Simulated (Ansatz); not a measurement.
Consider the following.

End structure of the (210) surface of fcc Rh in its 1x1 cell, outermost plane spacing 0.86 Å in the ideal cut:

```xyz
13
Lattice="3.8300 0.0000 0.0000 -1.9150 4.2821 0.0000 0.0000 0.0000 26.5000" Properties=species:S:1:pos:R:3 pbc="T T T"
Rh     0.0001     2.5689     8.2468
Rh     1.9149     0.8602     9.0227
Rh     1.9148     3.4466     9.7838
Rh     0.0000     1.7012    10.6884
Rh     1.9149    -0.0255    11.5569
Rh     1.9152     2.5561    12.3918
Rh     0.0000     0.8564    13.2500
Rh    -0.0002     3.4387    14.1082
Rh     1.9151     1.7383    14.9431
Rh     0.0000     0.0117    15.8116
Rh     0.0002     2.5483    16.7162
Rh     1.9151     0.8526    17.4773
Rh     1.9149     3.4260    18.2532
```

Set-up: 13 atoms, 10.3 Å thick at the start (thin: gaps and levels are the slab's own); mesh 11x9x1; 0.1 eV smearing; dipole correction on; all atoms relaxed; held to the part of the start's symmetry that mesh and held atoms allow; no spin, no spin-orbit, no U.

What is the computed surface energy (mean of both faces) (PBE (Ansatz, an electronic-structure program))?

2.55 J/m^2

Give the work function of the top face at the level PBE.

4.56 eV
